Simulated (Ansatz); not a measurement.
Defect: interstitial O in wurtzite ZnO, charge state -2. The step: several atoms move together, O the farthest; the atom moves 1.86 Å along (-0.36, -0.62, -0.10) of the unit cell; the moving atom starts with neighbours 2 O at 2.48, O at 2.49; 2 Zn at 1.97, Zn at 1.98, Zn at 2.38, 2 Zn at 2.44 Å and ends with Zn at 1.88, 2 Zn at 1.96, Zn at 2.07 Å. A PBE band in Ansatz (plane-wave PAW, one k-point at (0.125, 0.250, 0.250), 72 host sites, 42 SCF runs with any check of the saddle's order, static, no finite-size correction) gives a forward barrier of 0.32 eV. The saddle point's order was not checked. The charge state is imposed; whether it is stable for some Fermi level was not computed. Sites that were not tried may lie lower. The start lies 0.22 eV above the lowest site run (PBE).

Single points at the band's start and saddle point can refine it. Rough cost of one point, in units of the band's mean SCF on the same machine:

```
Level                                                     Cost of one point
--------------------------------------------------------  -----------------
PBE, a 2×2×2 k-point mesh shifted by half a step along c            about 4
r2SCAN at 500 eV, one k-point at (0.125, 0.250, 0.250)              about 2
```

**Question.** Which of these move the barrier by more than 0.1 eV, and how far does each move it?

**Answer.** Not one does. PBE, a 2×2×2 k-point mesh shifted by half a step along c: +0.01 eV; r2SCAN at 500 eV, one k-point at (0.125, 0.250, 0.250): -0.01 eV. Each functional is compared with PBE at the same k-points.

Ansatz is an electronic-structure program.
